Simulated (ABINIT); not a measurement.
Worked example: zone-centre phonon calculation of TlBr (Pm-3m, 2 atoms in the cell) in ABINIT.

Level of theory: LDA (PW92), norm-conserving pseudopotentials (PseudoDojo nc-sr-04 LDA standard) (plane waves; ABINIT).

This input was run:

```
# TlBr, PseudoDojo nc-sr-04 LDA standard
pp_dirpath "./"
pseudos "Tl.upf, Br.upf"
acell 3*1.0
rprim
         7.5626272590    0.0000000000    0.0000000000
         0.0000000000    7.5626272590    0.0000000000
         0.0000000000    0.0000000000    7.5626272590
natom 2
ntypat 2
znucl 81 35
typat 1 2
xcart
         0.0000000000    0.0000000000    0.0000000000
         2.0009850000    2.0009850000    2.0009850000
      Angstrom
ecut 31
occopt 1
nband 10
kptopt 1
ngkpt 5 5 5
nshiftk 1
shiftk 0 0 0
istwfk *1
nstep 50
toldfe1 3.7e-09
ndtset 3
prtwf1 1
getwfk2 1
iscf2 -3
kptopt2 2
nqpt2 1
qpt2 0 0 0
rfelfd2 2
tolwfr2 1.0e-20
prtwf2 1
getddk3 2
rfelfd3 3
getwfk3 1
kptopt3 2
nqpt3 1
qpt3 0 0 0
tolvrs3 1.0e-09
rfphon3 1
asr 0
chneut 0
prtvol 1
```

Log, with long lists cut:

```
--- !BeginCycle
solver: {iscf: 7, nstep: 50, nline: 4, wfoptalg: 0, }
tolerances: {toldfe: 3.70E-09, }
...

     iter   Etot(hartree)      deltaE(h)  residm     vres2
 ETOT  1  -74.669964139146    -7.467E+01 5.038E-01 2.015E+03
 ETOT  2  -76.147704356469    -1.478E+00 1.029E-01 1.958E+03
 ETOT  3  -76.464913121753    -3.172E-01 1.148E-02 2.645E+02
 ETOT  4  -76.490170500464    -2.526E-02 4.243E-04 1.265E+02
 ETOT  5  -76.505069575572    -1.490E-02 1.580E-04 2.934E+01
   [... 3 lines left out ...]
 ETOT  9  -76.509709916019    -4.744E-08 6.444E-09 4.192E-04
 ETOT 10  -76.509709987220    -7.120E-08 9.870E-10 2.654E-07
 ETOT 11  -76.509709987319    -9.895E-11 2.683E-12 1.181E-08
 ETOT 12  -76.509709987327    -7.475E-12 2.560E-14 8.300E-10
 At SCF step   12, etot is converged :
  for the second time, diff in etot=  7.475E-12 < toldfe=  3.700E-09

 Cartesian components of stress tensor (hartree/bohr^3)
  sigma(1 1)=  1.04858804E-04  sigma(3 2)=  0.00000000E+00
  sigma(2 2)=  1.04858804E-04  sigma(3 1)=  0.00000000E+00
  sigma(3 3)=  1.04858804E-04  sigma(2 1)=  0.00000000E+00

 ----iterations are completed or convergence reached----

 reduced coordinates (array xred) for    2 atoms
       0.000000000000      0.000000000000      0.000000000000
       0.500000000000      0.500000000000      0.500000000000
 cartesian forces (eV/Angstrom) at end:
    1     -0.00000000000000    -0.00000000000000    -0.00000000000000
    2     -0.00000000000000    -0.00000000000000    -0.00000000000000
 frms,max,avg= 0.0000000E+00 0.0000000E+00   0.000E+00  0.000E+00  0.000E+00 e/A
   [... lines left out ...]
 Fermi (or HOMO) energy (hartree) =   0.05678   Average Vxc (hartree)=  -0.35156
total_energy        : -7.65097099873269E+01
-Cartesian components of stress tensor (GPa)         [Pressure= -3.0851E+00 GPa]
 Unit cell volume ucvol=  4.3253184E+02 bohr^3
  WARNING : still subject to testing - especially symmetries.
 Unit cell volume ucvol=  4.3253184E+02 bohr^3
   [... lines left out ...]
-  9.587618E+01

  Phonon at Gamma, with non-analyticity in the
  direction (cartesian coordinates)  0.00000  0.00000  1.00000
 Phonon energies in Hartree :
  -1.120354E-04 -1.120354E-04  6.191104E-06  6.210191E-06  6.210191E-06
   4.368440E-04
 Phonon frequencies in cm-1    :
- -2.458893E+01 -2.458893E+01  1.358790E+00  1.362979E+00  1.362979E+00
-  9.587618E+01

 Calculation completed.
```

The run converged in 12 iterations. 

Summary of the result:
* **Free energy E − TS**: -2081.94 eV
* **Fermi level (on the code's own zero)**: 1.55 eV
* **Pressure**: -3.09 GPa
* **Zone-centre frequencies (cm⁻¹; negative means imaginary; no sum rule applied)**: -25, -25, -25, 1, 1, 1
* **ε∞ at this k-point mesh, which may be far from converged in small-gap cells (xx, yy, zz)**: 6.09, 6.09, 6.09
* **Born charges at this mesh (mean of the diagonal, e)**: Tl 2.12, Br -2.11

The starting cell has typed, rounded lattice constants, without a prior relaxation at this level. Its lattice was rescaled by up to half a per cent. With a pressure of about -3 GPa the cell is away from its equilibrium volume at this level. The frequencies listed for the zone centre hold no LO-TO term.

Cost on one core of a shared machine: roughly 8 min.
